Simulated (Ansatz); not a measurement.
Consider CsGeBr₃ in the cubic perovskite structure (space group Pm-3m, No. 221; a = 5.475 Å; a cell from a computed database, its experimental status unchecked).

Now apply this change: full substitution Ge → Pb; the structure is relaxed again.

Levels (all Ansatz, a first-principles code, PAW): PBEsol (420 eV, no SOC); PBEsol+SOC (420 eV, noncollinear with spin-orbit coupling).

The geometry is relaxed with PBEsol.

PBEsol hole mass: 0.13 mₑ (at R)
PBEsol band gap: 1.43 eV

Question: Predict the hole mass, electron mass and band gap from PBEsol+SOC.

Answer: The hole mass goes from 0.13 mₑ (at R) to 0.054 mₑ (at R); the electron mass comes out as 0.054 mₑ (at R); the band gap falls by 1.21 eV to 0.22 eV.

Single points use the geometry relaxed with PBEsol. Differences between runs with and without spin-orbit coupling are approximate. Spin-orbit coupling, missing from the scalar runs, can matter with Pb. Masses are band curvatures over ±0.01 Å⁻¹ around the edge. No phonon test of stability was made. Many cubic perovskites are stable only at high temperature; tilts and polar distortions were not tested. This is not the structure that CsPbBr3 has at room temperature and ambient pressure. The zero or small gap of CsPbBr3 can change with the level of theory.
